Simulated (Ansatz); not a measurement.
System: AlB2-type TiB2. Method: PBE-D3(BJ) (plane waves, PAW; Ansatz, a first-principles code).

Run with plane-wave cutoff 520 eV, 24×24×20 k mesh (along the axes of the cell as run), Fermi–Dirac smearing 0.056 eV (set by the program), no spin polarisation, scalar-relativistic PAW data made under PBE.

Computed at the level's own relaxed cell.

Elastic tensor (GPa, Voigt notation, ions relaxed):

```
  690.2    67.4   109.8     0.0     0.0     0.0
   67.4   690.2   109.8     0.0     0.0     0.0
  109.8   109.8   481.0     0.0     0.0     0.0
    0.0     0.0     0.0   285.2     0.0     0.0
    0.0     0.0     0.0     0.0   285.2     0.0
    0.0     0.0     0.0     0.0     0.0   311.4
```

Question: Work out the Voigt, Reuss and Hill averages of the bulk and shear moduli, Young's modulus and Poisson's ratio from the printed constants.

Answer: K_V = [C11 + C22 + C33 + 2(C12 + C13 + C23)]/9 = [1861.4 + 2 × 287.0]/9 = 270.6 GPa. G_V = [1861.4 − 287.0 + 3 × 881.8]/15 = 281.3 GPa. From the compliances S = C⁻¹, K_R = 265.8 and G_R = 274.6 GPa. Hill means: K = 268.2, G = 278.0 GPa. E = 9KG/(3K + G) = 620 GPa, ν = (3K − 2G)/(6K + 2G) = 0.11, K/G = 0.96.

Measured, for comparison: elastic constant C11 660 GPa, elastic constant C12 48 GPa, elastic constant C44 260 GPa, elastic constant C33 432 GPa, elastic constant C13 93 GPa (temperature not stated, not corrected to a static lattice; as tabulated in Liu et al. (2023), arXiv:2002.00005). Computed (rounded) less measured: elastic constant C11 +5 %, elastic constant C12 +40 %, elastic constant C44 +10 %, elastic constant C33 +11 %, elastic constant C13 +18 %. A static lattice is as a rule a little smaller and stiffer than an uncorrected measurement, which narrows the difference in the elastic constant C11, elastic constant C44 and would widen misses of the other sign.

Note: the dispersion coefficients are held fixed in the derivatives.

Static lattice: no zero-point or thermal effects.
